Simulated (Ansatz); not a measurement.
Functionals compared on a constructed model of the (100) surface of fcc Rh, a pseudomorphic layer of Ag in the host's stacking (bottom of the slab: a bare face, its two planes held), in Ansatz (plane waves, PAW). The structure was relaxed with PBE; the other rows are single points on it. Cutoff 420 eV (500 eV for r2SCAN).

Slab: 7 atoms, 11.9 Å thick at the start; k 14x14x1, smearing 0.1 eV, dipole-corrected; 2 atoms held, the rest relaxed; held to the start's symmetry, so lower structures may exist; no spin, no spin-orbit, no U. It is one candidate, not shown to be the stable structure of the face. These notes are the PBE run's.

```csv
functional,work function of the top face (eV),rough cost of the single point
PBE,4.44,–
RPBE,4.24,roughly 50 core-seconds
r2SCAN,4.38,very roughly 90 core-seconds
```

Ansatz is an electronic-structure program.
